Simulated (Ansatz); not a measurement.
Functionals compared on the (332) surface of fcc Pb in its 1x1 cell, outermost plane spacing 0.54 Å in the ideal cut, in Ansatz (plane waves, PAW). The structure was relaxed with PBE; the other rows are single points on it, each with its references at the same level. Cutoff 420 eV (500 eV for r2SCAN).

Model: 20-atom slab, 10.2 Å thick at the start (thin: gaps and levels are the slab's own), 11x3x1 mesh, Fermi-Dirac 0.1 eV, dipole correction, all atoms relaxed; start symmetry kept, larger cells not searched; no spin, no spin-orbit, no U. These notes are the PBE run's.

```
functional  surface energy (J/m²)  work function of the top face (eV)  rough cost of the single point
----------  ---------------------  ----------------------------------  ------------------------------
PBE                          0.28                                3.80                               –
LDA                          0.43                                4.11     very roughly 4 core-minutes
PBEsol                       0.39                                3.89     very roughly 4 core-minutes
RPBE                         0.19                                3.65          roughly 5 core-minutes
r2SCAN                       0.31                                3.86   around 8 core-minutes (rough)
```

Ansatz is a first-principles code.
